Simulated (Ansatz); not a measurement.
Results of r²SCAN (PAW; Ansatz, a first-principles code) for MgS (P6₃mc, No. 186, 4 atoms in the cell; start mp-1185942; a measured phase of this formula has another space group).

Numerical settings: plane-wave cutoff 560 eV, 12×12×6 k mesh (along the axes of the cell as run), Fermi–Dirac smearing 0.01 eV, scalar-relativistic PAW data made under PBE.

Computed at the level's own relaxed cell.

```
MgS
1.0
    4.02822     0.00000     0.00000
   -2.01411     3.48854     0.00000
    0.00000     0.00000     6.45609
Mg S
2 2
Direct
  0.66667   0.33333   0.49718
  0.33333   0.66667   0.99718
  0.33333   0.66667   0.37781
  0.66667   0.33333   0.87781
```

Q: List the 10 lowest band energies at Γ above −25 eV (eV, relative to the valence band maximum), grouping those that round alike.

A: At Γ: -11.85, -11.11, -3.22, -0.53 (×2), -0.11 (×2), 0.00, 4.15, 5.42.

A start named mp-… is a Materials Project structure, which need not be a measured phase.
